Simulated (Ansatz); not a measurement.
Where the default PAW files enter, the runs use the earlier of Ansatz's two default sets.

The decay constant κ of evanescent states in the gap governs leakage through a thin film.

Here is the system:

```
CELL_PARAMETERS angstrom
      6.87147    -0.01150     0.00783
     -3.02478     6.16992     0.00783
      1.91921     3.07258     3.63834
ATOMIC_POSITIONS crystal
  V  0.12500 0.87500 0.75000
  V  0.87500 0.12500 0.25000
  Bi 0.62500 0.37500 0.75000
  Bi 0.37500 0.62500 0.25000
  O  0.70450 0.79678 0.63884
  O  0.29550 0.20322 0.36116
  O  0.20322 0.29550 0.86116
  O  0.79678 0.70450 0.13884
  O  0.93562 0.34334 0.35988
  O  0.06438 0.65666 0.64012
  O  0.65666 0.06438 0.14012
  O  0.34334 0.93562 0.85988
```

Space group of this cell: I4_1/a. The cell was relaxed by PBE-D3(BJ); by r2SCAN its mean pressure is -2.1 GPa.

Transport runs along the normal of the first two printed cell vectors, the (001) plane of the conventional cell.

The gap is the functional's own. No spin-orbit coupling. Mid-gap values are interpolated on the energy grid.

Question: Compute, with r2SCAN run with Ansatz (a program for electronic structure), the band gap and the smallest decay constant κ at mid-gap.

Answer: Gap 2.44 eV on a 8×8×8 mesh; κ = 0.314 1/Å, at (0.167, 0.000) of the in-plane reciprocal vectors. At the zone centre, at the nearest computed energy, the slowest state has κ = 0.32 1/Å.
